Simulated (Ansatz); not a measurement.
La2Si (model structure, started from the Ca2N type, R-3m, No. 166, 3 atoms in the cell) was calculated with PBE (plane waves, PAW; Ansatz, an electronic-structure program).

Excerpt of the program's output:

```
Relaxation: its limit of steps is 80 (relax.max_steps)
Crystal: 3 atoms, lattice volume = 112.612 Å³
Basis set: ecut = 520 eV, 2985 PW (Γ), FFT grids on a1−a3, a2−a3, a3, exchange–correlation on 64×64×120 points (8 copies of the dense FFT grid, shifted against one another)
Bands: 17, of which v1, the nominal top of the filled ones, is band 13 counted from 1 (12 counted from 0)
Symmetry: 12 space group operations
Space group: R-3m (ITA 166), of the structure as read, at distance tolerance 4.8e-5 Å
k-points: 417 of 4096
Functional: x = pbe(κ = 0.804, μ = 0.2195149727645171), c = pbe(β = 0.06672455060314922)
SCF iter   1: F=—  HF=-13136.979738 eV  |F-HF|=—  |Δ(HF+E_count)|=         —  Δρ=2.77e-3  dr2=1.28e-2
SCF iter   2: F=—  HF=-13136.978402 eV  |F-HF|=—  |Δ(HF+E_count)|=   1.34e-3  Δρ=1.66e-3  dr2=6.00e-3
  ...
SCF 1 converged in 6 iterations: F = -13136.978262 eV  dr2 = 3.72e-8
Crystal: 3 atoms, lattice volume = 112.612 Å³
Initial density: handed on by an earlier stage of this run
SCF 2 converged in 6 iterations: F = -13136.977392 eV  dr2 = 2.98e-7
Crystal: 3 atoms, lattice volume = 112.612 Å³
Basis set: ecut = 520 eV, 2997 PW (Γ), FFT grids on a1−a3, a2−a3, a3, exchange–correlation on 64×64×120 points (8 copies of the dense FFT grid, shifted against one another)
SCF 3 converged in 10 iterations: F = -13136.980936 eV  dr2 = 8.26e-13
Crystal: 3 atoms, lattice volume = 112.612 Å³
Basis set: ecut = 520 eV, 3009 PW (Γ), FFT grids on a1−a3, a2−a3, a3, exchange–correlation on 64×64×120 points (8 copies of the dense FFT grid, shifted against one another)
SCF 4 converged in 5 iterations: F = -13136.980977 eV  dr2 = 1.12e-9
Crystal: 3 atoms, lattice volume = 112.612 Å³
SCF 5 converged in 4 iterations: F = -13136.980985 eV  dr2 = 8.86e-10
Crystal: 3 atoms, lattice volume = 112.612 Å³
SCF iter   4: F=—  HF=-13136.980985 eV  |F-HF|=—  |Δ(HF+E_count)|=  1.27e-10  Δρ=7.42e-8  dr2=1.01e-11
SCF iter   5: F=-13136.980985 eV  HF=-13136.980985 eV  |F-HF|=0.00e0  |Δ(HF+E_count)|=  3.64e-12  Δρ=1.50e-8  dr2=3.72e-13
SCF 6 converged in 5 iterations: F = -13136.980985 eV  dr2 = 3.72e-13
SCF converged after 5 iterations
Free energy (F): -13136.980985 eV
Internal energy: -13136.950334 eV  (E = F + TS)
E sigma→0 (E₀):  -13136.965660 eV
Fermi energy:    7.849312 eV
--- Forces (eV/Å), atoms counted from 1 ---
  atom   1  La     0.00000000    -0.00000000    -0.00005146
  atom   2  La    -0.00000000     0.00000000     0.00005146
  atom   3  Si     0.00000000     0.00000000     0.00000000
--- Stress (GPa, compression-positive) ---
       -0.392265       0.000000      -0.000000
        0.000000      -0.392265       0.000000
       -0.000000       0.000000      -0.386403
  P = ⅓ Tr σ = -0.3903 GPa (-3.903 kbar)
```

Question: Write an input file that could have produced this run (the log leaves some choices open).

Answer: Several could match; the one computed here: 
Ansatz 0.2 input:
```yaml
crystal:
  lattice:
    - [2.1291468029, 1.2292634798, 7.1710386257]
    - [-2.1291468029, 1.2292634798, 7.1710386257]
    - [0.0, -2.4585269596, 7.1710386257]
  atoms:
    - { symbol: La, position: [0.7461407164, 0.7461407164, 0.7461407164] }
    - { symbol: La, position: [0.2538592836, 0.2538592836, 0.2538592836] }
    - { symbol: Si, position: [0.0, 0.0, 0.0] }
basis:
  ecutwfc: 520
  ecutrho_ratio: 4
  xc_grid: 2
kpoints:
  mp_grid: { grid: [16, 16, 16] }
hamiltonian:
  xc: pbe
  dispersion: none
  pseudopotentials: { kind: paw }
scf:
  occupations: { method: fermi_dirac, width: 0.05 }
output:
  forces: true
  stress: true
  eigenvalues: true
relax:
  f_tol: 0.004
  escape_saddle: false
  max_steps: 80
  cell: { stress_tol: 0.02, fix: [volume] }
```

The cell is one volume of an energy–volume scan, off the minimum.

Note: the relaxation could raise the start's symmetry but not lower it, so the cell can be a saddle point. Note: the cell has widely spaced layers and the level no dispersion term, so their spacing and the moduli can rest on weak binding.

Cost on a shared machine: roughly 6 core-minutes.

A model structure was made by putting elements into a prototype or built by hand; it is no filed structure, need not be a known phase, and can be a saddle point held by its symmetry.
